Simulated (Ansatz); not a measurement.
A computed series for InP: point defects

Take an 8-atom supercell of InP in the zinc blende structure (space group F-43m, No. 216) at its relaxed geometry as the base.

```
InP
1.0
   -5.90701     0.00000     0.00000
    0.00000     0.00000     5.90701
    0.00000     5.90701     0.00000
P In
4 4
Direct
  0.25000   0.75000   0.75000
  0.75000   0.75000   0.25000
  0.75000   0.25000   0.75000
  0.25000   0.25000   0.25000
  0.00000   0.00000   0.00000
  0.50000   0.00000   0.50000
  0.50000   0.50000   0.00000
  0.00000   0.50000   0.50000
```

One neutral defect a cell, atoms relaxed at fixed cell.

Level of theory: Kohn–Sham DFT with the r2SCAN functional, run in Ansatz (an electronic-structure program) with PAW and 500 eV plane waves, spin-orbit coupling left out.

```csv
variant,pressure,largest displacement of a host atom from its site in the perfect cell
perfect supercell,0.0 GPa,–
"P vacancy, symmetric start",-2.5 GPa,0.09 Å
"P interstitial (started 2.56 Å from the nearest host atom), symmetric start",7.0 GPa,0.00 Å
"Ir on a In site, symmetric start",-4.5 GPa,0.27 Å
In interstitial (started 2.41 Å from the nearest host atom),___,___
Rh on a P site,___,0.05 Å
```

Question: Complete the table.

Answer: 
- In interstitial (started 2.41 Å from the nearest host atom), pressure: 12.3 GPa
- In interstitial (started 2.41 Å from the nearest host atom), largest displacement of a host atom from its site in the perfect cell: 0.11 Å
- Rh on a P site, pressure: 0.9 GPa

Other magnetic orders, which the real material may have, were not ruled out. In so small a cell the defect repeats every few ångströms: this is an ordered compound, not a dilute defect. The mesh was chosen for an insulator and is coarse for the gapless case. Defects with a symmetric start kept the site's symmetry and may sit on a saddle; the others started slightly shaken. Starting moments died away, wholly or in part, for P vacancy, Ir on a In site, In interstitial (started 2.41 Å from the nearest host atom) and Rh on a P site; another magnetic solution may exist.
